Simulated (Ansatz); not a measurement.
## How far to go with shifted k-point meshes: CdPd (P4mm, 2 atoms in the cell)

```xyz
2
Lattice="3.0281 0.0000 0.0000 0.0000 3.0281 0.0000 0.0000 0.0000 3.6824" Properties=species:S:1:pos:R:3 pbc="T T T"
Cd     0.0000     0.0000     0.0500
Pd     1.5141     1.5141     1.8412
```

Level of theory: LDA (PW92), default PAW files made with PBE (plane waves; Ansatz, an electronic-structure program).

Base settings: basis.ecutwfc = 420 eV; kpoints.mp_grid.grid = 11 11 9; hamiltonian.xc = lda; hamiltonian.pseudopotentials = {kind: paw} (the program's default PAW files); scf.occupations.method = fermi_dirac; scf.occupations.width = 0.1 eV.

In this ladder: kpoints.mp_grid.shift = 0.5 0.5 0.5.

Only quantities that move along the ladder and can be compared are tabulated.

The count of work is k-points × plane waves × bands × iterations; it is no time. 

The starting cell comes from a database of computed structures (which also holds hypothetical and non-ambient phases and stackings), without a prior relaxation at this level. Its lattice was rescaled by up to half a per cent. One atom was moved a little off its site on purpose. Spin polarisation is off. In the base run, with a pressure of about -8 GPa the cell is away from its equilibrium volume at this level. Ansatz's pressure includes its estimate of the finite-basis (Pulay) stress.

```csv
kpoints.mp_grid.grid,free energy less the last step's (meV/atom),pressure (GPa),largest difference of a force vector from the last step's (eV/Å),count of work / last
2 2 2,-695.34,-15.23,0.048,0.00033
3 3 2,162.66,-5.38,0.012,0.0010
3 3 3,83.81,-5.10,0.005,0.0020
4 4 3,2.57,-7.58,0.050,0.0023
4 4 4,-56.10,-8.04,0.001,0.0020
5 5 4,34.82,-7.28,0.005,0.0040
6 6 5,-5.94,-7.78,0.005,0.0070
7 7 6,6.96,-7.63,0.003,0.012
8 8 6,3.91,-7.70,0.002,0.012
8 8 7,-4.08,-7.61,0.000,0.013
9 9 8,-0.12,-7.67,0.001,0.023
10 10 9,-0.52,-7.66,0.001,0.029
11 11 10,-0.47,-7.62,0.001,0.041
13 13 11,0.57,-7.64,0.001,0.065
14 14 12,0.13,-7.64,0.000,0.065
16 16 13,0.18,-7.66,0.000,0.098
17 17 14,0.20,-7.65,0.000,0.12
19 19 16,0.07,-7.65,0.000,0.17
21 21 17,0.01,-7.65,0.000,0.23
23 23 19,0.03,-7.65,0.000,0.30
26 26 21,-0.01,-7.66,0.000,0.39
29 29 24,0.00,-7.65,0.000,0.56
32 32 26,0.00,-7.65,0.000,0.69
35 35 29,0.00,-7.65,0.000,1.0
```

Coarsest kpoints.mp_grid.grid that holds the forces within 0.02 eV/Å of the last step, with all finer ones: 4 4 4, at 0.0020 of the last step's count of work; the step before is off by 0.050 eV/Å.

Coarsest kpoints.mp_grid.grid that holds the free energy within 1 meV/atom of the last step, with all finer ones: 9 9 8, at 0.023 of the last step's count of work; the step before is off by 4.1 meV/atom.

Coarsest kpoints.mp_grid.grid that holds the pressure within 0.2 GPa of the last step, with all finer ones: 6 6 5, at 0.0070 of the last step's count of work; the step before is off by 0.38 GPa.

Keys are those of Ansatz 0.2.
